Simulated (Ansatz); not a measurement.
Consider this model of amorphous hafnium silicate (Hf18O38Si).

```xyz
57
Lattice="9.4323 0.0438 0.0541 0.0438 9.1428 -0.7806 0.0541 -0.7806 8.8243" Properties=species:S:1:pos:R:3 pbc="T T T"
Hf     5.6192     2.8333     7.4424
Hf     0.8647     8.9400    -0.0552
Hf     9.3539     6.2800     1.9825
Hf     3.0851     6.3584     1.0603
Hf     2.4436     2.9929     2.4844
Hf     7.0256    -0.5166     7.9503
Hf     6.1792     6.6722    -0.0425
Hf     4.1377     0.2599     0.7339
Hf     1.8108     2.0295     5.8846
Hf     6.3076     7.6476     3.3466
Hf     7.6648     5.6647     5.6361
Hf     1.5459    -0.2271     3.7638
Hf     5.6364     4.5726     2.4831
Hf     1.3770     5.3876     4.5450
Hf     3.4744     7.9650     5.7887
Hf     4.8945     1.3875     4.6484
Hf     8.7523     2.8461     0.5156
Hf     7.8864     2.2232     4.1082
O      9.4302     8.5088     1.8618
O      9.0048     4.9157     0.2695
O      3.7662     2.1142     1.2123
O      4.2411     7.1666    -0.4777
O      6.6139     0.4849     3.7667
O      2.9112     1.3716     3.8108
O      5.2682     2.9296     3.4913
O      8.9451     0.0488     8.5301
O      6.2791     4.6556     6.9229
O      2.6915     8.6087     1.2283
O      4.5481     8.4659     4.0910
O      2.4339     4.9383    -0.2991
O      8.3324     3.9063     4.9403
O      7.6910     3.1042     2.2217
O      0.5566     5.1707     6.5083
O      6.5037     2.0744     5.7700
O      4.9727     6.7891     1.9387
O      2.1051     3.5292     4.6143
O      4.9645    -0.2453     7.6344
O      1.0149     6.8225     0.1313
O      0.9155     1.8461     1.5005
O      1.9341    -0.0809     5.8092
O      5.6850     4.6560     0.4333
O      9.0237     6.4011     4.1030
O      6.2400     5.6614     4.1082
O      7.7166     6.6671     7.5245
O      0.9491     4.5160     2.5217
O      3.5992     4.6890     2.2906
O      3.8949     2.1183     6.3898
O      2.5056     8.3861     7.5522
O      6.1547     8.8803     0.1744
O      7.0777     7.8162     5.2984
O      2.9942     6.1678     5.3644
O      7.0262     1.6421     8.3319
O      7.3725     6.5646     1.7608
O      0.7442     2.6691     7.4472
O      0.2518     1.3586     4.5290
O      1.8765     6.8640     2.9030
Si     0.9379     4.4178     7.9595
```

Computed with PBE, scalar-relativistic without spin-orbit coupling (plane waves to 420 eV, PAW; Ansatz, an electronic-structure program).

The cell was made by melting and quenching with the CHGNet potential and then relaxed with DFT. O atoms were pushed apart under 1.9 Å during the dynamics, to hinder bonds among them. The hot cell started wider than the set density and was brought back towards it in steps. It is the lowest in DFT energy of 2 quenches. It is a model cell: composition and starting density were chosen by hand, and all elements were melted together. No dispersion term was used. Its density started from a set value of 8.61 and ended at 8.46 g/cm³. Cooling (nominally 380 K/ps over its main leg) ran many orders faster than in experiment, which tends to leave more defects and strain. Values belong to this one cell and scatter from quench to quench. Volume and shape were free in the relaxation.

Cut-offs for bonds: Hf-Hf 3.34 Å, Hf-O 2.62 Å, Hf-Si 2.89 Å, O-O 1.58 Å, O-Si 2.12 Å, Si-Si 2.60 Å. Two cations that share two anions don't count as bonded, nor two that share one unless they lie closer than Hf-Hf 3.25 Å, Hf-Si 2.81 Å, Si-Si 2.38 Å.

### Question
Give the coordination numbers, mean bond lengths and angles.

### Answer

| Property | Value |
|---|---|
| Mean coordination of Hf by anions | 6.06 (3 with 5, 11 with 6, 4 with 7) |
| Mean coordination of O | 3.00 (5 with 2, 28 with 3, 5 with 4) |
| Mean coordination of Si by anions | 5.00 (1 with 5) |
| Mean Hf-O bond | 2.127 Å (spread 0.112 Å, 109 counted) |
| Mean O-Si bond | 1.764 Å (spread 0.093 Å, 5 counted) |
| Bond angle at Hf | mean 102.6°, spread 28.1° |
| Bond angle at O | mean 114.2°, spread 18.8° |
| Bond angle at Si | mean 106.3°, spread 24.2° |

### Question
List the pairs of like atoms that count as bonded by the rules above.

### Answer
There are none by these rules.

### Question
What Bader charges do the atoms carry, from a run on the zone centre alone?

### Answer
Means (range): Hf +2.61 e (+2.57 to +2.65), O -1.32 e (-1.51 to -1.22), Si +3.21 e (+3.21 to +3.21).
```tsv
atom	charge (e)
Hf1	+2.62
Hf2	+2.62
Hf3	+2.60
Hf4	+2.62
Hf5	+2.64
Hf6	+2.60
Hf7	+2.60
Hf8	+2.57
Hf9	+2.62
Hf10	+2.64
Hf11	+2.65
Hf12	+2.59
Hf13	+2.62
Hf14	+2.61
Hf15	+2.58
Hf16	+2.58
Hf17	+2.64
Hf18	+2.61
O19	-1.29
O20	-1.46
O21	-1.27
O22	-1.29
O23	-1.30
O24	-1.34
O25	-1.27
O26	-1.31
O27	-1.28
O28	-1.33
O29	-1.32
O30	-1.47
O31	-1.24
O32	-1.31
O33	-1.51
O34	-1.28
O35	-1.32
O36	-1.27
O37	-1.33
O38	-1.41
O39	-1.33
O40	-1.29
O41	-1.32
O42	-1.33
O43	-1.30
O44	-1.31
O45	-1.31
O46	-1.28
O47	-1.32
O48	-1.29
O49	-1.29
O50	-1.31
O51	-1.22
O52	-1.30
O53	-1.33
O54	-1.42
O55	-1.31
O56	-1.33
Si57	+3.21
```
